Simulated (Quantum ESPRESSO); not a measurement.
Troubleshooting Quantum ESPRESSO: a failed run on Sb₂Se₃ (Pnma, 20 atoms in the cell). The aim is a self-consistent single point with DFT, PBE, plane waves, PSlibrary PAW (PBE) pseudopotentials.

Cell that was meant: a = 12.5475 Å, b = 4.0616 Å, c = 11.8893 Å, α = 90.00°, β = 90.00°, γ = 90.00°.

Part of the input:

```fortran
&system
    ibrav = 0
    nat = 20
    ntyp = 3
    ecutwfc = 30
    ecutrho = 180
    occupations = 'smearing'
```

Log, with long lists cut:

```
     This program is part of the open-source Quantum ESPRESSO suite
     for quantum simulation of materials; please cite

 %%%%%%%%%%%%%%%%%%%%%%%%%%%%%%%%%%%%%%%%%%%%%%%%%%%%%%%%%%%%%%%%%%%%%%%%%%%%%%
     Error in routine  card_atomic_species (5010):
     cannot read atomic specie from: ATOMIC_POSITIONS crystal
 %%%%%%%%%%%%%%%%%%%%%%%%%%%%%%%%%%%%%%%%%%%%%%%%%%%%%%%%%%%%%%%%%%%%%%%%%%%%%%

     stopping ...
```

### Question
From the messages shown, name the fault and mend the input.

### Answer
The fault is a species count that does not match the list of species. The number of species decides how many lines of the species card are read. To fix it, make the count match the list. The program stopped before any SCF iteration.

The sound input it was made from differs as follows (other fixes are possible):
```diff
-    ntyp = 3
+    ntyp = 2
```

With that input, the run converged in 15 iterations: free energy E − TS -68757.7291 eV; pressure -1.18 GPa; largest force (vector length) 0.253 eV/Å (DFT, PBE, plane waves, PSlibrary PAW (PBE) pseudopotentials).

On the sound input: the starting cell comes from a database of computed structures (which also holds hypothetical and non-ambient phases and stackings), without a prior relaxation at this level. Its lattice was rescaled by a random factor within 2.5 % of one. A gap is left out here, as mesh or smearing make it unsure.
